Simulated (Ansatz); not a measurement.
Mo (model structure, started from the diamond type, Fd-3m, No. 227, 2 atoms in the cell), treated with PBEsol (Ansatz, a program for electronic structure, PAW).

Numerical settings: plane-wave cutoff 520 eV, 18×18×18 k mesh, Fermi–Dirac smearing 0.05 eV, no spin polarisation, scalar-relativistic PAW data made under PBE.

Cell (relaxed at this level):

```
CELL_PARAMETERS angstrom
      0.00000     2.80515     2.80515
      2.80515     0.00000     2.80515
      2.80515     2.80515     0.00000
ATOMIC_POSITIONS crystal
  Mo 0.25000 0.25000 0.25000
  Mo 0.00000 0.00000 0.00000
```

Question: What does this level give for the bulk modulus?

Answer: 
- bulk modulus = 119 GPa

Note: the run has no spin polarisation, so it can have missed a magnetic state; the bulk modulus is −V dP/dV from two relaxed cells at ±2 % in volume; the relaxation could raise the start's symmetry but not lower it, so the cell can be a saddle point.

Computing time: around 30 core-seconds (rough).

A model structure was made by putting elements into a prototype or built by hand; it is no filed structure, need not be a known phase, and can be a saddle point held by its symmetry.
